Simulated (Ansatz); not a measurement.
**Short convergence ladders for Cs3K (P6_3/mmc, 8 atoms in the cell)**

```
Cs3K
1.0
   10.75409     0.00000     0.00000
   -5.37704     9.31332     0.00000
    0.00000     0.00000     8.67981
K Cs
2 6
Direct
  0.33333   0.66667   0.75000
  0.66667   0.33333   0.25000
  0.16954   0.33908   0.25000
  0.83046   0.66092   0.75000
  0.83046   0.16954   0.75000
  0.16954   0.83046   0.25000
  0.66092   0.83046   0.25000
  0.33908   0.16954   0.75000
```

Base method: LDA (PW92), default PAW files made with PBE (plane waves; Ansatz, a program for electronic structure).

Base settings: basis.ecutwfc = 420 eV; kpoints.mp_grid.grid = 3 3 3; hamiltonian.xc = lda; hamiltonian.pseudopotentials = {kind: paw} (the program's default PAW files); scf.occupations.method = gaussian; scf.occupations.width = 0.1 eV.

Core times come from one kind of shared machine, to one figure; runs under 30 s give none.

**Zone-centre phonons against the cutoff**

In this ladder: phonons.method = dfpt.

The mesh stays at the base's, so the ladder's end is converged at best in this setting alone.

Frequencies are those of the unrelaxed cell, without the LO-TO term of polar crystals.

Only quantities that move along the ladder and can be compared are tabulated.

| basis.ecutwfc | highest zone-centre frequency (cm⁻¹) | lowest optical frequency (cm⁻¹) | core time / last (rough) |
|---|---|---|---|
| 210 eV | 39.9 | 6.9 | 0.2 |
| 295 eV | 37.2 | 5.0 | 0.3 |
| 355 eV | 37.3 | 5.3 | 0.5 |
| 420 eV | 37.3 | 5.3 | 1 |

Coarsest basis.ecutwfc that holds the lowest optical frequency within 1 cm⁻¹ of the last step, with all finer ones: 295 eV, at about 0.3 of the last step's time; the step before is off by 1.6 cm⁻¹.

Coarsest basis.ecutwfc that holds the highest zone-centre frequency within 1 cm⁻¹ of the last step, with all finer ones: 295 eV, at about 0.3 of the last step's time; the step before is off by 2.6 cm⁻¹.

**The force threshold of a relaxation**

On Cs3K (P3m1, 8 atoms in the cell): one atom moved by 0.15 angstrom.

In this ladder: relax = atoms.

The mesh stays at the base's, so the ladder's end is converged at best in this setting alone.

Only quantities that move along the ladder and can be compared are tabulated.

```csv
relax.f_tol,free energy less the last step's (meV/atom),largest force left (eV/Å),relaxation steps,core time / last (rough)
0.2 eV/Å,0.45,0.0259,2,0.4
0.05 eV/Å,0.45,0.0259,2,0.3
0.02 eV/Å,0.01,0.0046,3,0.5
0.005 eV/Å,0.00,0.0018,3,0.6
0.001 eV/Å,0.00,0.0000,6,1
```

Coarsest relax.f_tol that holds the free energy within 0.1 meV/atom of the last step, with all finer ones: 0.02 eV/Å; the step before is off by 0.45 meV/atom.

Coarsest relax.f_tol that holds the largest force left within 0.01 eV/Å of the last step, with all finer ones: 0.02 eV/Å; the step before is off by 0.026 eV/Å.

Two neighbours can agree and both be off: 0.2 eV/Å and 0.05 eV/Å differ by 0.00 meV/atom in the free energy, yet lie about 0.45 meV/atom from the last step.

On the base run: the starting cell comes from a database of computed structures (which also holds hypothetical and non-ambient phases and stackings), without a prior relaxation at this level. Its lattice was rescaled by up to half a per cent.

Keys are those of Ansatz 0.2.
